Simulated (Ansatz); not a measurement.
The reference is SrTiO3 in the cubic perovskite structure (space group Pm-3m, No. 221; a = 3.8914 Å).

Level of theory: Kohn–Sham DFT with the PBEsol functional, run in Ansatz (a program for electronic structure) with PAW and 420 eV plane waves, spin-orbit coupling left out, earlier PAW set.

One change was made to it. Results:

| quantity | base | after |
|---|---|---|
| band gap | 1.86 eV | zero |
| lattice parameter a | 3.891 Å | 4.077 Å |

### Question
What was done to the base?
(A) Ti → Sc
(B) Ti → Be
(C) Ti → Zr

### Answer
A, Ti → Sc. For comparison, the lattice parameter a in the other runs: Ti → Be gives 3.673 Å; Ti → Zr gives 4.130 Å.

Other magnetic orders, which the real material may have, were not ruled out. Stability against distortions was not tested. For SrScO3 and SrBeO3 in this form, whether it has been made was not checked. Spin-polarised in the final run: SrScO3 and SrBeO3; the other runs are not. Many cubic perovskites are stable only at high temperature; tilts and polar distortions were not tested.
